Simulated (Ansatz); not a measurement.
Take MoP in the CsCl type structure (space group Pm-3m, No. 221; a = 3.004 Å; a hypothetical phase, not in the database extracts checked; relaxed with 0.1 eV smearing) as the base. Axes: x, y, z lie along the cube axes.

All numbers come from PBE, PAW, 420 eV (Ansatz, a quantum-chemistry and plane-wave program; without spin-orbit coupling).

A first run, uniaxial strain ε_yy = −1.16 %, gives secant values C11 ≈ 460 GPa and C12 ≈ 130 GPa from its stress. A second run applies isotropic strain +1.48 %.

Question: What does linear elasticity predict for the bulk modulus −ΔP/(ΔV/V₀) in the second run, and what does the run give?

Answer: Linear elasticity: (C11 + 2 C12)/3 = 240 GPa. The run gives 210 GPa; any difference comes from nonlinear terms at these strains and numerical noise.

Stability against distortions was not tested. All final runs are without spin polarisation.
